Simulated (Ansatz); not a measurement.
For ZrSe (P-6m2, No. 187, 2 atoms in the cell; start mp-1183040), LDA in Ansatz (plane waves, PAW) gives:

lattice parameter a: 3.506 Å
lattice parameter c: 3.573 Å
bulk modulus: 136 GPa
cohesive energy: 6.99 eV/atom

Question: What does PBEsol (plane waves, PAW; Ansatz, a program for electronic structure) give for the same quantities?

Answer: 
- lattice constant a: 3.529 Å (increases by 0.7 %)
- lattice parameter c: 3.600 Å (rises by 0.8 %)
- bulk modulus: 129 GPa (shrinks by 5.1 %)
- cohesive energy: 6.38 eV/atom (shrinks by 0.61 eV/atom)

Changes are worked out from the printed values.

Unless a cell is named, each level is at its own relaxed cell (LDA 19.02, PBEsol 19.41 Å³/atom).

Caveats: the bulk modulus is −V dP/dV from two relaxed cells at ±2 % in volume (LDA, PBEsol); the relaxation could not lower the start's symmetry, so the cell can be a saddle point above a distorted one (LDA, PBEsol). Ansatz's density-functional and Hartree–Fock values are scalar-relativistic unless marked +SOC, with PAW data made under PBE.

A start named mp-… is a Materials Project structure, which need not be a measured phase.
